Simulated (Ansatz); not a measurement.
Structures of equal composition on the (000-1) surface of 4H silicon carbide (C plane on top): (√3x√3)R30° Bi adatom at H3; (√3x√3)R30° Bi adatom at T4. The slabs share one bottom face, and each structure is named by its start. These are constructed structures in small cells; real faces may alloy, dewet or reconstruct in larger ones, and not all known structures of the face are among them. Slabs of about 11 Å with all that they carry, Fermi-Dirac smearing of 0.025 eV. Bottom of the slabs: H caps. Relaxed from the named starts with such symmetry as they have, on meshes of like density; energies extrapolated to zero smearing; no spin-orbit coupling, no U. Spin-polarised runs, if any, are marked in brackets, and their order is one that fits the cell; the others ran without spin. Where a second, spin-polarised start was run, the lower counts.

Host crystal: 4H silicon carbide, with a band gap (PBE, scalar-relativistic without spin-orbit coupling).

These are r2SCAN, at the PBE geometry (plane waves to 500 eV, PAW; Ansatz, an electronic-structure program) values and carry that method's errors.

**Question.** Put the candidates in order of energy per 1x1 cell, lowest first, for r2SCAN, at the PBE geometry.

**Answer.** (√3x√3)R30° Bi adatom at T4 (0.000 eV, gap 2.22 eV on the mesh), (√3x√3)R30° Bi adatom at H3 (0.057 eV, gap 1.93 eV on the mesh)
